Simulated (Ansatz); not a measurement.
All values below come from PBE (plane waves to 420 eV, PAW; Ansatz, an electronic-structure program).

Plane-averaged electrostatic potential energy along the normal, in eV from the Fermi level, for the (110) surface of silicon, Ge on all atoms bonded under the surface atoms, no caps (bottom of the slab: built like the top, H on every dangling bond, free):

(z (Å), V (eV)): (3.73, 4.26); (4.02, 4.26); (4.31, 4.26); (4.59, 4.26); (4.88, 4.26); (5.17, 4.26); (5.45, 4.26); (5.74, 4.26); (6.03, 4.25); (6.31, 4.25); (6.60, 4.22); (6.89, 4.17); (7.18, 4.04); (7.46, 3.72); (7.75, 2.91); (8.04, 1.00); (8.32, 0.37); (8.61, -0.84); (8.90, -4.98); (9.19, -8.43); (9.47, -8.88); (9.76, -6.17); (10.05, -2.34); (10.33, -0.91); (10.62, -2.80); (10.91, -6.70); (11.19, -9.13); (11.48, -8.36); (11.77, -4.91); (12.06, -1.44); (12.34, -1.00); (12.63, -3.78); (12.92, -7.58); (13.20, -9.23); (13.49, -7.59); (13.78, -3.79); (14.06, -0.99); (14.35, -1.40); (14.64, -4.84); (14.93, -8.30); (15.21, -9.08); (15.50, -6.68); (15.79, -2.76); (16.07, -0.78); (16.36, -2.05); (16.65, -5.87); (16.94, -8.79); (17.22, -8.70); (17.51, -5.66); (17.80, -1.90); (18.08, -0.82); (18.37, -2.99); (18.66, -6.87); (18.94, -9.05); (19.23, -8.00); (19.52, -4.35); (19.81, -0.84); (20.09, -0.24); (20.38, -2.55); (20.67, -5.49); (20.95, -7.26); (21.24, -6.82); (21.53, -4.49); (21.81, -1.51); (22.10, -0.27); (22.39, -2.35); (22.68, -6.23); (22.96, -8.48); (23.25, -7.49); (23.54, -3.72); (23.82, 0.48); (24.11, 2.73); (24.40, 3.85); (24.69, 4.39); (24.97, 4.65); (25.26, 4.77); (25.55, 4.83); (25.83, 4.85); (26.12, 4.87); (26.41, 4.87); (26.69, 4.87); (26.98, 4.88); (27.27, 4.88)

Slab: 36 atoms, 14.7 Å thick at the start with caps and adatoms; k 4x5x1, smearing 0.025 eV, dipole-corrected; 8 atoms held, the rest relaxed; symmetry of the start imposed; no spin (no spin-polarised run to compare, though such a face may carry moments), no spin-orbit, no U. The slab shows no gap over 0.04 eV on its mesh. It is one candidate, not shown to be the stable structure of the face.

Task: The surface cell has an area of 42.31 Å². What dipole along the normal does the step between the two vacuum levels imply?

Result: the top vacuum level lies 0.62 eV above the bottom one; p = −ε₀ A ΔV (ε₀ = 0.005526 e/(V·Å)) gives -0.14 e·Å a cell.
